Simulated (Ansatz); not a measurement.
Where the default PAW files enter, the runs use the earlier of Ansatz's two default sets.

Inside the gap of an insulator the Bloch states are evanescent, with a wavenumber k + iκ along the transport direction.

Input:

```
CELL_PARAMETERS angstrom
      5.95722     0.00000     0.00000
     -2.97861     5.15910     0.00000
      2.97861     1.71970     2.43202
ATOMIC_POSITIONS crystal
  Ba 0.00000 0.00000 0.00000
  Zr 0.00000 0.50000 0.50000
  O  0.50000 0.00000 0.00000
  O  0.50000 0.50000 0.00000
  O  0.00000 0.50000 0.00000
```

Space group of this cell: Pm-3m, cubic perovskite. The cell is taken as given; by r2SCAN its mean pressure is -0.9 GPa.

Transport runs along the normal of the first two printed cell vectors, the (111) plane of the conventional cell.

No gap correction and no spin-orbit coupling; mid-gap values are interpolated between computed energies.

Task: State the band gap and the smallest decay constant κ at mid-gap according to r2SCAN run with Ansatz (an electronic-structure program).

Result: Gap 3.72 eV on a 12×12×12 mesh; κ = 0.345 1/Å, at the zone centre.
